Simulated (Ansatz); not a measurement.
Cubic perovskite CsCdCl3 was calculated with r²SCAN+SOC (Ansatz, a program for electronic structure, PAW).

Run with plane-wave cutoff 560 eV, 8×8×8 k mesh, Fermi–Dirac smearing 0.01 eV, PAW data made under PBE.

Properties against volume:

```tsv
V (Å³/atom)	P (GPa)	direct gap at Γ (eV)	smallest gap on the k mesh (eV)
27.321	2.56	3.212	2.588
27.902	1.60	3.117	2.552
28.483	0.75	3.023	2.515
29.065	0.00	2.933	2.477
29.646	-0.67	2.844	2.437
30.227	-1.27	2.758	2.395
30.809	-1.80	2.675	2.350
```

The fundamental gap (2.48 eV at the equilibrium volume, with added k points) lies elsewhere than Γ–Γ.
